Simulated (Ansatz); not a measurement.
An Ansatz (an electronic-structure program) run: TaZn2N3 with a change (biaxial strain −2.44 %, plane normal [001], relaxed out of plane); DFT with PBEsol, PAW potentials and a 420 eV plane-wave cutoff in Ansatz, no spin-orbit coupling.

Input:

Ansatz 0.2 input:
```yaml
crystal:
  lattice:
    - [5.5067578336, 0, 0]
    - [2.6930277237, 4.803330461, 0]
    - [0, 0, 5.4321702954]
  atoms:
    - { symbol: Ta, position: [0.3305281163, 0.6694718837, 0.4875761292] }
    - { symbol: Ta, position: [0.6694718837, 0.3305281163, 0.9875761292] }
    - { symbol: Zn, position: [0.0099707517, 0.3338444852, 0.4980215192] }
    - { symbol: Zn, position: [0.9900292483, 0.6661555148, 0.9980215192] }
    - { symbol: Zn, position: [0.6661555148, 0.9900292483, 0.4980215192] }
    - { symbol: Zn, position: [0.3338444852, 0.0099707517, 0.9980215192] }
    - { symbol: N, position: [0.9913053963, 0.3291883296, 0.8740540612] }
    - { symbol: N, position: [0.0086946037, 0.6708116704, 0.3740540612] }
    - { symbol: N, position: [0.6708116704, 0.0086946037, 0.8740540612] }
    - { symbol: N, position: [0.3291883296, 0.9913053963, 0.3740540612] }
    - { symbol: N, position: [0.3442216797, 0.6557783203, 0.8562727099] }
    - { symbol: N, position: [0.6557783203, 0.3442216797, 0.3562727099] }
basis: { ecutwfc: 420, ecutrho_ratio: 4, xc_grid: 2, fft_grid_basis: typed }
kpoints: { mp_grid: { grid: [6, 6, 5] } }
hamiltonian:
  xc: pbesol
  dispersion: none
  pseudopotentials: { kind: paw }
scf: { occupations: { method: fermi_dirac, width: 0.05 } }
relax: { f_tol: 0.005, max_steps: 50, cell: { stress_tol: 0.01, fix: [a, b, gamma] } }
output: { forces: true, stress: true }
checkpoint: { write: state.ck, write_every: 1000 }
```

Output (explanatory and most iteration lines left out):

```
Relaxation: its limit of steps is 50 (relax.max_steps)
Pseudopotential: Ta, paw, valence charge 13
Pseudopotential: Zn, paw, valence charge 12
Pseudopotential: N, paw, valence charge 5
Crystal: 12 atoms, lattice volume = 143.685 Å³
Basis set: ecut = 420 eV, 2809 PW (Γ), exchange–correlation on 80×80×80 points (8 copies of the dense FFT grid, shifted against one another)
Bands: 64, of which v1, the nominal top of the filled ones, is band 52 counted from 1 (51 counted from 0)
Symmetry: 4 space group operations
Space group: Cmc21 (ITA 36), of the structure as read, at distance tolerance 5.2e-5 Å
k-points: 39 of 180 (time reversal used)
Functional: x = pbesol(κ = 0.804, μ = 0.12345679012345678), c = pbesol(β = 0.046)
SCF iter   1: F=—  HF=-35014.104530 eV  |F-HF|=—  |Δ(HF+E_count)|=         —  Δρ=1.20e-2  dr2=1.82e-1  ethr=1.77e-3  ⟨swp⟩=6.0  Hψ=10172  notcnv=0  defer=15
SCF iter   2: F=—  HF=-35014.058863 eV  |F-HF|=—  |Δ(HF+E_count)|=   4.57e-2  Δρ=2.86e-3  dr2=1.85e-2  ethr=1.75e-4  ⟨swp⟩=2.4  Hψ=4734  notcnv=0  defer=248
SCF 1 converged in 8 iterations: F = -35014.054114 eV  dr2 = 8.67e-8
relax step   1: F+E_penalty+E_count = -35014.05411392 eV  Δ(F+E_penalty+E_count) = +0.000e0 eV  max|allowed force component| = 1.180e0 eV/Å  Δτ_max = 0.0000 Å  P = +8.161 GPa  Ω = 143.685 Å³  fix = [a, b, gamma]  reactions: a +11.715, b +11.715 GPa; gamma +6.174 GPa/rad  (8 SCF iters, dr2 threshold 1.00e-7 eV, accepted)
[... steps on the carried basis left out ...]
relax step   8: F+E_penalty+E_count = -35014.17081728 eV  Δ(F+E_penalty+E_count) = +1.136e-4 eV  max|allowed force component| = 2.392e-4 eV/Å  Δτ_max = 0.0004 Å  P = +3.959 GPa  Ω = 145.185 Å³  energy of the carried Pulay correction = -1.248e-4 eV  fix = [a, b, gamma]  reactions: a +5.938, b +5.938 GPa; gamma +3.154 GPa/rad  (5 SCF iters, dr2 threshold 1.77e-8 eV, accepted)
Crystal: 12 atoms, lattice volume = 145.185 Å³
SCF iter   1: F=—  HF=-35014.170935 eV  |F-HF|=—  |Δ(HF+E_count)|=         —  Δρ=2.96e-6  dr2=5.66e-9  ethr=1.24e-7  ⟨swp⟩=3.0  Hψ=15860  notcnv=0
SCF iter   2: F=—  HF=-35014.170957 eV  |F-HF|=—  |Δ(HF+E_count)|=   2.16e-5  Δρ=2.22e-6  dr2=3.52e-9  ethr=5.44e-12  ⟨swp⟩=3.1  Hψ=6545  notcnv=0
SCF 9 converged in 7 iterations: F = -35014.170957 eV  dr2 = 1.38e-12
SCF converged after 7 iterations
Free energy (F): -35014.170957 eV
Internal energy: -35014.170957 eV  (E = F + TS)
E sigma→0 (E₀):  -35014.170957 eV
Fermi energy:    11.507104 eV
--- Forces (eV/Å), atoms counted from 1 ---
  atom   1  Ta    -0.00006662     0.00011372     0.00017470
  atom   2  Ta     0.00006662    -0.00011372     0.00017470
  atom   3  Zn     0.00005056    -0.00007754     0.00001476
  atom   4  Zn    -0.00005056     0.00007754     0.00001476
  atom   5  Zn     0.00004291    -0.00008202     0.00001476
  atom   6  Zn    -0.00004291     0.00008202     0.00001476
  atom   7  N     -0.00008149    -0.00006159     0.00000267
  atom   8  N      0.00008149     0.00006159     0.00000267
  atom   9  N      0.00009358     0.00004096     0.00000267
  atom  10  N     -0.00009358    -0.00004096     0.00000267
  atom  11  N     -0.00005531     0.00009442    -0.00020920
  atom  12  N      0.00005531    -0.00009442    -0.00020920
--- Stress (GPa, compression-positive) ---
        6.012822       0.133280      -0.000000
        0.133280       5.863373       0.000000
       -0.000000       0.000000       0.002109
  P = ⅓ Tr σ = 3.9594 GPa (39.594 kbar)
--- Relaxed structure (7 steps of the walk, 7 accepted, 2 SCFs on fresh bases) ---
  cell:  # Å, volume = 145.1846 Å³
    - [5.506757833612363, -6.931120090650596e-12, -1.063061753780392e-33]
    - [2.6930277237, 4.803330460985827, 6.281650518891845e-34]
    - [-1.0486628712460602e-33, 1.2983445072570268e-33, 5.4888599898263735]
  atoms:
    - { symbol: Ta, position: [0.3329246876752983, 0.6670753123247017, 0.49113059299464923] }
    - { symbol: Ta, position: [0.6670753123247019, 0.3329246876752982, 0.9911305929946491] }
    - { symbol: Zn, position: [0.008635619124774757, 0.33249636837642027, 0.5033342530343518] }
    - { symbol: Zn, position: [0.9913643808752254, 0.6675036316235797, 1.0033342530343516] }
    - { symbol: Zn, position: [0.6675036316235798, 0.991364380875225, 0.5033342530343518] }
    - { symbol: Zn, position: [0.3324963683764203, 0.008635619124774733, 1.0033342530343516] }
    - { symbol: N, position: [0.991409327024093, 0.33088555316691776, 0.8687433404724022] }
    - { symbol: N, position: [0.008590672975906932, 0.6691144468330822, 0.3687433404724018] }
    - { symbol: N, position: [0.6691144468330821, 0.008590672975906884, 0.8687433404724022] }
    - { symbol: N, position: [0.3308855531669178, 0.9914093270240931, 0.3687433404724018] }
    - { symbol: N, position: [0.3399985629838904, 0.6600014370161097, 0.8527142198918434] }
    - { symbol: N, position: [0.6600014370161096, 0.3399985629838905, 0.35271421989184326] }
```

With Ta present, leaving out spin-orbit coupling can change the band edges. Stability against distortions was not tested. The cell was made from TaZn$_{2}$N$_{3}$ (space group Cmc2_1, No. 36; a cell from a computed database, its experimental status unchecked) by this change: biaxial strain −2.44 %, plane normal [001], relaxed out of plane.
